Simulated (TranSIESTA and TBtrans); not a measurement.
# Pb chain with one O atom inserted

System: Pb chain with one O atom inserted. Leads: straight Pb chain, spacing 3.021 Å. Geometry: 3 atoms about the centre moved by SIESTA (PBE, DZP) to a largest force of 0.03 eV/Å, all others as built, motion along the axis alone.

Method: TranSIESTA and TBtrans, PBE, DZP numerical orbitals (energy shift 0.15 eV), PseudoDojo norm-conserving scalar-relativistic potentials, mesh cutoff 200 Ry, 300 K, spin-polarised (collinear), no spin-orbit coupling; self-consistent non-equilibrium Green functions.

Conductance at 300 K (G0 = 2e²/h): 1.49
Mean T from −0.5 to 0.5 eV: 1.33

Energies count from the leads' Fermi level. Transmissions are for each spin. The energy step is 0.01 eV; narrower resonances are cut or missed.

```tsv
E (eV)	T up	T down	lead channels up	down
-2.00	0.12	0.12	1	1
-1.90	0.15	0.15	1	1
-1.80	0.18	0.18	1	1
-1.70	0.21	0.21	1	1
-1.60	0.23	0.23	1	1
-1.50	0.26	0.26	1	1
-1.40	0.28	0.28	1	1
-1.30	0.30	0.30	1	1
-1.20	0.32	0.32	1	1
-1.10	0.34	0.33	1	1
-1.00	0.35	0.35	1	1
-0.90	0.37	0.36	1	1
-0.80	0.38	0.38	1	1
-0.70	0.40	0.39	1	1
-0.60	0.41	0.40	1	1
-0.50	0.76	0.67	3	3
-0.40	1.19	1.00	3	3
-0.30	1.44	1.27	3	3
-0.20	1.52	1.44	3	3
-0.10	1.52	1.52	3	3
0.00	1.46	1.53	3	3
0.10	1.39	1.49	3	3
0.20	1.32	1.43	3	3
0.30	1.26	1.35	3	3
0.40	1.20	1.28	3	3
0.50	1.16	1.21	3	3
0.60	1.12	1.15	3	3
0.70	1.09	1.10	3	3
0.80	1.07	1.06	3	3
0.90	1.05	1.03	3	3
1.00	1.03	1.01	3	3
1.10	1.02	0.99	3	3
1.20	1.01	0.98	3	3
1.30	1.00	0.97	3	3
1.40	0.99	0.97	3	3
1.50	0.99	0.97	3	3
1.60	0.98	0.97	3	3
1.70	0.98	0.97	3	3
1.80	0.97	0.98	3	3
1.90	0.97	0.99	3	3
2.00	0.97	0.99	3	3
```

Moments were seeded on the central atoms alone, and one start was tried. The straight chain is held at its spacing; free chains may zigzag or dimerise. Spin-orbit coupling, left out here, matters for the heavy atoms.
